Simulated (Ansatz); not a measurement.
## Step by step: formation energy of the neutral H_i + N_O in SiO2 (quartz, P3₁21)

This concerns the formation energy of the neutral H_i + N_O in SiO2 (quartz, P3₁21). Reaction: 24 SiO2 (quartz) + NH3 (gas) → cell A + H2O (gas).

A: a supercell of 72 sites of SiO2 (quartz, P3₁21) with N on an O site (1 H at 1.02 Å and 2 Si at 1.70 Å); H off the lattice sites (1 N at 1.02 Å); the closest two of these centres are 1.0 Å apart; spin state with PBE: run without spin.

Setting: static, neutral cells in Ansatz (PAW) whose structures rest at the PBE level. Ansatz (a program for electronic structure) runs with its default PAW set. Other levels take these structures. The lattices are those relaxed with PBE, so at other levels the solids can be strained, which adds to the spread. Larger cells are relaxed from a start prepared with the learned potential CHGNet, on a coarser mesh till forces fall under 0.03 eV/Å, which some starts already meet. A dispersion term (D3(BJ), or D4 for r2SCAN) was computed beside these levels and is taken off wherever the name lacks it. The PAW files were made for PBE and serve at the other functionals too. Space groups of crystals are read within 0.01 Å. Mesh and cell size may move defect energies by 0.1 eV or more. The value holds for the reservoirs listed; other chemical potentials shift it.

Total energies of the cells in eV, at zero smearing width. They compare only within one column; the weights balance every element.

```json
[
 {"cell": "A: SiO2:H_i + N_O", "atoms": "73", "weight": "+1", "PBE": "-42410.15601", "RPBE": "-42568.50625"},
 {"cell": "SiO2 (quartz)", "atoms": "72", "weight": "−1", "PBE": "-42577.77961", "RPBE": "-42736.34975"},
 {"cell": "H2O (gas)", "atoms": "3", "weight": "+1", "PBE": "-599.22149", "RPBE": "-601.38341"},
 {"cell": "NH3 (gas)", "atoms": "4", "weight": "−1", "PBE": "-432.63825", "RPBE": "-434.67353"}
]
```

PBE: (-42410.15601) − (-42577.77961) + (-599.22149) − (-432.63825) = 1.040 eV.

RPBE: (-42568.50625) − (-42736.34975) + (-601.38341) − (-434.67353) = 1.134 eV.
